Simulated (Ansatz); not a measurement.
Start from SiS2 in the 2H-MoS2 type structure (space group P6_3/mmc, No. 194; a = 3.2241 Å, c = 12.1532 Å; a hypothetical phase, not in the database extracts checked; layered, stacked along the Cartesian z axis). Axes: x lies along a and z along c of the hexagonal cell.

Computed with r2SCAN+rVV10/PAW in Ansatz (a first-principles code), spin-orbit coupling left out.

Base values:

- Shortest interatomic distance = 2.359 Å
- Pressure = 0.0 GPa
- Band gap = zero

It is then changed as follows: biaxial strain −0.87 %, plane normal [001], relaxed out of plane (Cartesian); in-plane vectors clamped, the third vector and the atoms free.

Problem. How does this affect the shortest interatomic distance?

Solution. The shortest interatomic distance decreases by 0.013 Å, from 2.359 Å to 2.346 Å.

Problem. What happens to the pressure?

Solution. The pressure (mean of the normal stresses, compression positive) goes from zero to 1.7 GPa.

Problem. What happens to the band gap?

Solution. The band gap stays zero.

Stability against distortions was not tested. The final runs are not spin-polarised. Gaps under 0.05 eV, about the width of the smearing, are given as zero. The zero or small gap of SiS2 can change with the level of theory.
